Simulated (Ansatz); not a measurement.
F on the 1x1 (100) surface of fcc Cu, one in a 1x1 cell, energies for each (6.6 Å²). Energies are against ½ F2(g), without zero-point or thermal terms; each row is named by its start.

All values below come from PBE (plane waves to 420 eV, PAW; Ansatz, an electronic-structure program).

Set-up: 5 atoms, 5.3 Å thick at the start under the adsorbate (thin: gaps and levels are the slab's own); mesh 12x12x1; 0.1 eV smearing; dipole correction on; 2 atoms held, the rest relaxed; each run with such symmetry as its start has; no spin, no spin-orbit, no U, no dispersion correction.

A negative adsorption energy means that the adsorbate is more stable on the surface than in its reference. Heights count from the host atoms within 0.3 Å of the top one.

```csv
starting site,E_ads (eV),height (Å),nearest host atom (Å),bonded to,Δ work function (eV),lateral drift (Å)
top Cu,-1.45,1.76,Cu 1.76,Cu,5.52,0.0
hollow Cu-Cu-Cu-Cu over Cu at depth 1.8 Å,-2.30,1.12,Cu 2.13,4 Cu,3.62,0.0
bridge Cu-Cu (span 2.6 Å),-2.12,1.39,Cu 1.89,2 Cu,4.27,0.0
```
